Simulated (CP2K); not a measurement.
A self-consistent single point of HgTe (F-43m, 2 atoms in the cell) with CP2K.

Method of the run: LDA (Pade form), GPW, DZVP-MOLOPT-SR-GTH basis, GTH-PADE potentials (GTH_POTENTIALS) in CP2K.

```xyz
2
Lattice="4.7309 0.0000 0.0000 2.3655 4.0971 0.0000 2.3655 1.3657 3.8628" Properties=species:S:1:pos:R:3 pbc="T T T"
Hg     0.0000     0.0000     0.0000
Te     2.3655     1.3657     0.9657
```

Reference input (self-consistent single point, DFT PBE, GPW, DZVP-MOLOPT-SR-GTH basis, GTH-PBE potentials (GTH_POTENTIALS)): CUTOFF = 500 Ry; REL_CUTOFF = 50 Ry; SMEAR/METHOD = GAUSSIAN; SIGMA = 0.2 eV; KPOINTS/SCHEME = MONKHORST-PACK 7 7 7; XC_FUNCTIONAL = PBE; Hg/BASIS_SET = DZVP-MOLOPT-SR-GTH-q12; Hg/POTENTIAL = GTH-PBE-q12; Te/BASIS_SET = DZVP-MOLOPT-SR-GTH-q6; Te/POTENTIAL = GTH-PBE-q6; METHOD = GPW; EPS_DEFAULT = 1e-10. This run's input differs from it in these lines:

```diff
@@ -42,3 +42,3 @@
     &XC
-      &XC_FUNCTIONAL PBE
+      &XC_FUNCTIONAL PADE
       &END XC_FUNCTIONAL
@@ -74,3 +74,3 @@
       BASIS_SET DZVP-MOLOPT-SR-GTH-q12
-      POTENTIAL GTH-PBE-q12
+      POTENTIAL GTH-PADE-q12
     &END KIND
@@ -78,3 +78,3 @@
       BASIS_SET DZVP-MOLOPT-SR-GTH-q6
-      POTENTIAL GTH-PBE-q6
+      POTENTIAL GTH-PADE-q6
     &END KIND
```

The program printed (abridged):

```
 SCF WAVEFUNCTION OPTIMIZATION

  Step     Update method      Time    Convergence         Total energy    Change
     1 NoMix/Diag. 0.30E+00      -     0.92629280       -49.4923602900 -4.95E+01
     2 Broy./Diag. 0.30E+00      -     0.05599315       -49.9906151851 -4.98E-01
     3 Broy./Diag. 0.30E+00      -     0.04367564       -49.6182344923  3.72E-01
     4 Broy./Diag. 0.30E+00      -     0.01124483       -49.4167088031  2.02E-01
     5 Broy./Diag. 0.30E+00      -     0.00261730       -49.3928910960  2.38E-02
     6 Broy./Diag. 0.30E+00      -     0.00131628       -49.4090323662 -1.61E-02
   [... 3 lines left out ...]
    10 Broy./Diag. 0.30E+00      -     0.00000143       -49.4123732386 -4.97E-05
    11 Broy./Diag. 0.30E+00      -     0.00000032       -49.4123685810  4.66E-06
    12 Broy./Diag. 0.30E+00      -     0.00000017       -49.4123678375  7.44E-07
    13 Broy./Diag. 0.30E+00      -     8.9175E-09       -49.4123681228 -2.85E-07
  *** SCF run converged in    13 steps ***

  Overlap energy of the core charge distribution:               0.00000000071680
  Self energy of the core charge distribution:                -88.92763962189808
  Core Hamiltonian energy:                                     25.17621404770873
  Hartree energy:                                              21.96048896287593
  Exchange-correlation energy:                                 -7.62137841801613
  Smearing free energy correction:                             -0.00005309416728
  Fermi energy:                                                 0.10258915568969

  Total energy:                                               -49.41236812278009
  Total energy (extrapolated to sigma->0):                    -49.41234157569644

                     Mulliken Population Analysis

   [... lines left out ...]

 STRESS| Analytical stress tensor [bar]
 STRESS|                        x                   y                   z
 STRESS|      x       -3.51805682950E+04   8.06961976229E-03   5.70607899829E-03
 STRESS|      y        8.06961976229E-03  -3.51805898968E+04   5.24529021729E-02
 STRESS|      z        5.70607899829E-03   5.24529021729E-02  -3.51805192660E+04
 STRESS| 1/3 Trace                                            -3.51805591526E+04
```

The run converged in 13 iterations. Against the reference run the pressure goes from -0.02 to -3.52 GPa.

The starting cell comes from a database of computed structures (which also holds hypothetical and non-ambient phases and stackings), without a prior relaxation at this level. Its lattice was rescaled by a random factor within 2.5 % of one. Values carry the incompleteness of an atom-centred basis. With a pressure of about -4 GPa the cell is away from its equilibrium volume at this level. The run gives no clean gap (levels at the Fermi energy touch, overlap or are partly filled at this smearing), which alone does not show that the compound is a metal.
